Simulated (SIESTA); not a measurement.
Input and output of a self-consistent single point for Li5AuO4 (P-1, 10 atoms in the cell) (SIESTA).

Level of theory: GGA BLYP, numerical atomic orbitals DZP, PseudoDojo PBE standard norm-conserving potentials (rewritten from UPF to PSML) in SIESTA 5.4.2.

```yaml
crystal:
  lattice:
    - [3.60790, 0.00000, 0.00000]
    - [1.72411, 5.09887, 0.00000]
    - [1.60309, 0.48092, 5.30048]
  atoms:
    - { symbol: Li, position: [0.00000, 0.00000, 0.00000] }
    - { symbol: Li, position: [0.81451, 0.96297, 0.39644] }
    - { symbol: Li, position: [0.18549, 0.03703, 0.60356] }
    - { symbol: Li, position: [0.68193, 0.66197, 0.96740] }
    - { symbol: Li, position: [0.31807, 0.33803, 0.03260] }
    - { symbol: Au, position: [0.50000, 0.50000, 0.50000] }
    - { symbol: O, position: [0.76499, 0.31230, 0.17752] }
    - { symbol: O, position: [0.23501, 0.68770, 0.82248] }
    - { symbol: O, position: [0.58459, 0.14146, 0.71296] }
    - { symbol: O, position: [0.41541, 0.85854, 0.28704] }
```

Reference input (self-consistent single point, DFT, LDA PW92, numerical atomic orbitals DZP, PseudoDojo LDA standard norm-conserving potentials (rewritten from UPF to PSML)): XC.functional = LDA; XC.authors = PW92; potentials = PseudoDojo LDA standard; PAO.BasisSize = DZP; PAO.EnergyShift = 0.01 Ry; MeshCutoff = 300 Ry; kgrid.MonkhorstPack = 8 5 5; OccupationFunction = FD; ElectronicTemperature = 10 K; PAO.Polarization.NonPerturbative = true; MaxSCFIterations = 150; SCF.Mixer.Method = Broyden. This run's input differs from it in these lines:

```diff
@@ -1,2 +1,2 @@
-# files in the folder: Li.psml Au.psml O.psml (PseudoDojo LDA standard)
+# files in the folder: Li.psml Au.psml O.psml (PseudoDojo PBE standard)
 SystemName  Li5AuO4
@@ -31,4 +31,4 @@
 
-XC.functional                LDA
-XC.authors                   PW92
+XC.functional                GGA
+XC.authors                   BLYP
 PAO.BasisSize                DZP
```

Log, with long lists cut:

```
        iscf     Eharris(eV)        E_KS(eV)     FreeEng(eV)     dDmax    Ef(eV) dHmax(eV)
   scf:    1    -6558.317780    -6738.262761    -6738.262776  1.577349 -2.854339 50.760926
   scf:    2    -6817.955463    -6809.795492    -6809.795492  0.652280 -7.367813  4.361333
   scf:    3    -6810.518387    -6810.313972    -6810.313972  0.077023 -8.429592  1.038823
   scf:    4    -6810.362926    -6810.340478    -6810.340478  0.025173 -8.279613  0.628104
   scf:    5    -6810.366795    -6810.354975    -6810.354975  0.032270 -8.161843  0.089618
   [... 3 lines left out ...]
   scf:    9    -6810.355581    -6810.355581    -6810.355581  0.000166 -8.166391  0.003597
   scf:   10    -6810.355581    -6810.355581    -6810.355581  0.000077 -8.166318  0.002180
   scf:   11    -6810.355581    -6810.355581    -6810.355581  0.000045 -8.166303  0.001146
   scf:   12    -6810.355581    -6810.355581    -6810.355581  0.000025 -8.166279  0.000645
SCF Convergence by DM+H criterion
max |DM_out - DM_in|         :     0.0000251131
max |H_out - H_in|      (eV) :     0.0006447689
SCF cycle converged after 12 iterations

Using DM_out to compute the final energy and forces

siesta: E_KS(eV) =            -6810.3556

siesta: E_KS - E_eggbox =     -6810.3556

siesta: Atomic forces (eV/Ang):
     1    0.000000   -0.000000    0.000000
     2    0.021152    0.039556   -0.049245
     3   -0.021152   -0.039556    0.049245
     4    0.007348   -0.033417   -0.007906
     5   -0.007347    0.033417    0.007905
     6    0.000000   -0.000000   -0.000000
     7   -0.015176   -0.399302   -0.706634
     8    0.015176    0.399302    0.706634
     9   -0.014956   -0.525696    0.292546
    10    0.014956    0.525697   -0.292547
   Tot    0.000000   -0.000000   -0.000000
   Max    0.706634
   [... lines left out ...]
siesta: FreeEng =     -6810.355581
   [... lines left out ...]
siesta:    -0.005802   -0.003405   -0.000518
siesta:    -0.003405   -0.047498    0.001794
siesta:    -0.000518    0.001794   -0.037759

siesta: Cell volume =         97.508665 Ang**3

siesta: Pressure (static):
siesta:                Solid            Molecule  Units
siesta:           0.00033059          0.00010714  Ry/Bohr**3
siesta:           0.03035302          0.00983734  eV/Ang**3
siesta:          48.63089721         15.76115801  kBar
```

The run converged in 12 iterations. Against the reference run the pressure goes from -7.45 to 4.86 GPa, the largest force goes from 0.154 to 0.812 eV/Å and the gap on the mesh goes from 1.896 to 2.021 eV. The full log also holds: “xc_check: WARNING: Pseudopotential generated with GGA PBE functional”.

The starting cell comes from a database of computed structures (which also holds hypothetical and non-ambient phases and stackings), without a prior relaxation at this level. Spin-orbit coupling is off. Values carry the incompleteness of an atom-centred basis. With a pressure of about 5 GPa the cell is away from its equilibrium volume at this level.

Cost on one core of a shared machine: roughly 80 s.
